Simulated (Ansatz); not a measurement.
Amorphous Si24O51Sc2, 77 atoms at 2.28 g/cm³, one PBE-relaxed geometry, zone centre. Methods: PBE, scalar-relativistic without spin-orbit coupling (Ansatz, an electronic-structure program); r2SCAN, scalar-relativistic without spin-orbit coupling (Ansatz); HSE06, scalar-relativistic without spin-orbit coupling (Ansatz). Plane waves to 420 eV (r2SCAN 500 eV); exact exchange is cut at the cell's faces. At PBE the levels at the filled edge of the gap are localised (band-tail or defect states), and the nearest spread-out levels lie 5.0 eV apart at the zone centre. All rungs ran without spin polarisation.

The cell was made by melting and quenching with the CHGNet potential and then relaxed with DFT. O atoms were pushed apart under 1.9 Å during the dynamics, to hinder bonds among them. The hot cell started wider than the set density and was brought back towards it in steps. It is the lowest in DFT energy of 2 quenches. It is a model cell: composition and starting density were chosen by hand, and all elements were melted together. No dispersion term was used. Its density started from a set value of 2.28 and ended at 2.28 g/cm³. Cooling (nominally 480 K/ps over its main leg) ran many orders faster than in experiment, which tends to leave more defects and strain. Values belong to this one cell and scatter from quench to quench. The volume was held where the preparation left it, at a PBE pressure of -0.1 GPa (tension). Stress components on the final sampling reach 1.8 GPa.

The relaxation ran on the zone centre alone. At PBE the level gap is 4.62 eV on a 2×2×2 Γ-centred mesh, and the spacing at the zone centre alone 4.62 eV.

Q: What zone-centre spacing does r2SCAN give, roughly?

A: 5.24 eV (+0.62 eV against PBE).

Q: What zone-centre spacing does HSE06 give, roughly?

A: 6.31 eV (+1.70 eV against PBE).

The highest filled and the lowest empty state spread over these numbers of atoms (participation numbers): PBE: 4.0 and 61.9; r2SCAN: 3.8 and 60.9; HSE06: 3.7 and 63.2.
